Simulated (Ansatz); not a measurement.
The starting structures come from a database of crystals and need not be the phases stable at ambient conditions.

 Where the default PAW files enter, the runs use the earlier of Ansatz's two default sets.

Inside the gap of an insulator the Bloch states are evanescent, with a wavenumber k + iκ along the transport direction.

Data:

```yaml
crystal:
  lattice:
    - [3.57033, 0.00000, 0.00000]
    - [-1.78516, 8.99453, 0.00000]
    - [0.00000, 2.00865, 7.75153]
  atoms:
    - { symbol: V, position: [0.67890, 0.35780, 0.43730] }
    - { symbol: V, position: [0.12670, 0.25340, 0.77260] }
    - { symbol: V, position: [0.32020, 0.64040, 0.56570] }
    - { symbol: V, position: [0.86900, 0.73800, 0.23030] }
    - { symbol: Ag, position: [0.74700, 0.49400, 0.95870] }
    - { symbol: Ag, position: [0.99970, 0.99940, 0.49810] }
    - { symbol: Ag, position: [0.54730, 0.09460, 0.13520] }
    - { symbol: Ag, position: [0.44970, 0.89940, 0.86900] }
    - { symbol: O, position: [0.34820, 0.69640, 0.29420] }
    - { symbol: O, position: [0.25950, 0.51900, 0.76720] }
    - { symbol: O, position: [0.59130, 0.18260, 0.40140] }
    - { symbol: O, position: [0.87780, 0.75560, 0.01440] }
    - { symbol: O, position: [0.64930, 0.29860, 0.71330] }
    - { symbol: O, position: [0.11910, 0.23820, 0.98810] }
    - { symbol: O, position: [0.18840, 0.37680, 0.50610] }
    - { symbol: O, position: [0.74020, 0.48040, 0.24100] }
    - { symbol: O, position: [0.80850, 0.61700, 0.50330] }
    - { symbol: O, position: [0.03330, 0.06660, 0.76140] }
    - { symbol: O, position: [0.96290, 0.92580, 0.23960] }
    - { symbol: O, position: [0.40790, 0.81580, 0.60030] }
```

Space group of this cell: Cm. The cell is taken as given; by r2SCAN its mean pressure is -1.7 GPa.

Transport runs along the normal of the first two printed cell vectors.

No gap correction and no spin-orbit coupling; mid-gap values are interpolated between computed energies.

Question: Give the band gap and the smallest decay constant κ at mid-gap that r2SCAN in Ansatz (a program for electronic structure) yields.

Answer: Gap 1.61 eV on a 10×10×4 mesh; κ = 0.415 1/Å, at (0.500, 0.250) of the in-plane reciprocal vectors. At the zone centre, at the nearest computed energy, the slowest state has κ = 0.52 1/Å.
